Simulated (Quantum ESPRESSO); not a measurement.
Input and output of a self-consistent single point for Fe₂Si (I4mm, 3 atoms in the cell) (Quantum ESPRESSO).

Level of theory: PBEsol, PSlibrary ultrasoft (PBE) pseudopotentials (plane waves; Quantum ESPRESSO).

```yaml
crystal:
  lattice:
    - [-1.34344, 1.34344, 4.43921]
    - [1.34344, -1.34344, 4.43921]
    - [1.34344, 1.34344, -4.43921]
  atoms:
    - { symbol: Fe, position: [0.34526, 0.34526, 0.00000], spin: 4.0 }
    - { symbol: Fe, position: [0.66037, 0.66037, 0.00000], spin: 4.0 }
    - { symbol: Si, position: [0.00000, 0.00000, 0.00000] }
```
(The spins are starting values, not results.)

Reference input (self-consistent single point, DFT, PBEsol, plane waves, PSlibrary ultrasoft (PBE) pseudopotentials): ecutwfc = 55 Ry; ecutrho = 330 Ry; occupations = smearing; smearing = gaussian; degauss = 0.0073499 Ry; nspin = 2; input_dft = pbesol; potentials = {Fe: Fe.pbe-n-rrkjus_psl.1.0.0.UPF, Si: Si.pbe-n-rrkjus_psl.1.0.0.UPF}; K_POINTS = automatic 8 8 8 0 0 0; conv_thr = 1e-10 Ry; mixing_beta = 0.3. This run's input differs from it in these lines:

```diff
@@ -15,4 +15,4 @@
  occupations = 'smearing',
- smearing = 'gaussian',
- degauss = 0.0073499,
+ smearing = 'marzari-vanderbilt',
+ degauss = 0.000734986,
  nspin = 2,
@@ -33,3 +33,3 @@
 K_POINTS {automatic}
-8 8 8  0 0 0
+13 13 13  0 0 0
 CELL_PARAMETERS {angstrom}
```

Log, with long lists cut:

```
     Self-consistent Calculation

     iteration #  1     ecut=    55.00 Ry     beta= 0.30

     Threshold (ethr) on eigenvalues was too large:
     Diagonalizing with lowered threshold

     total energy              =    -133.15374184 Ry
     estimated scf accuracy    <       0.26291371 Ry

     total magnetization       =     4.11 Bohr mag/cell
     absolute magnetization    =     4.32 Bohr mag/cell

     iteration #  2     ecut=    55.00 Ry     beta= 0.30

     total energy              =    -133.17585318 Ry
     estimated scf accuracy    <       0.25368944 Ry

     total magnetization       =     3.71 Bohr mag/cell
   [... lines left out ...]

   [... 19 blocks of this kind left out ...]

     iteration # 23     ecut=    55.00 Ry     beta= 0.30

     total energy              =    -133.28028205 Ry
     estimated scf accuracy    <          2.5E-10 Ry

     total magnetization       =     2.30 Bohr mag/cell
     absolute magnetization    =     2.58 Bohr mag/cell

     iteration # 24     ecut=    55.00 Ry     beta= 0.30

     Magnetic moment per site  (integrated on atomic sphere of radius R)
     atom   1 (R=0.200)  charge=  6.3217  magn=  1.1239
     atom   2 (R=0.200)  charge=  6.2957  magn=  1.2801
     atom   3 (R=0.200)  charge=  1.9177  magn= -0.0526
     End of self-consistent calculation

     Number of k-points >= 100: set verbosity='high' to print the bands.

     the Fermi energy is    14.3879 ev

!    total energy              =    -133.28028205 Ry
     estimated scf accuracy    <          7.3E-11 Ry
     smearing contrib. (-TS)   =      -0.00000068 Ry
     internal energy E=F+TS    =    -133.28028137 Ry

     total magnetization       =     2.30 Bohr mag/cell
     absolute magnetization    =     2.58 Bohr mag/cell

     convergence has been achieved in  24 iterations

     Forces acting on atoms (cartesian axes, Ry/au):

     atom    1 type  1   force =     0.00000000   -0.00000000   -0.02800051
     atom    2 type  1   force =     0.00000000    0.00000000    0.02075886
     atom    3 type  2   force =     0.00000000    0.00000000    0.00724165

     Total force =     0.035601     Total SCF correction =     0.000010

          total   stress  (Ry/bohr**3)                   (kbar)     P=      -55.75
  -0.00037245  -0.00000000  -0.00000000          -54.79       -0.00       -0.00
   0.00000000  -0.00037245   0.00000000            0.00      -54.79        0.00
   0.00000000   0.00000000  -0.00039194            0.00        0.00      -57.66

   JOB DONE.
```

The run converged in 24 iterations. Against the reference run the free energy goes up by 1.7 meV/atom, the pressure goes from -5.44 to -5.57 GPa, the largest force goes from 0.668 to 0.720 eV/Å and the size of the net moment moves little (0.78 to 0.77 μB/atom).

The starting cell comes from a database of computed structures (which also holds hypothetical and non-ambient phases and stackings), without a prior relaxation at this level. Its lattice was rescaled by up to half a per cent. One atom was moved a little off its site on purpose. The magnetic order is the one reached from the typed start; others were not searched systematically. With a pressure of about -6 GPa the cell is away from its equilibrium volume at this level.

Cost on one core of a shared machine: roughly 7 min.
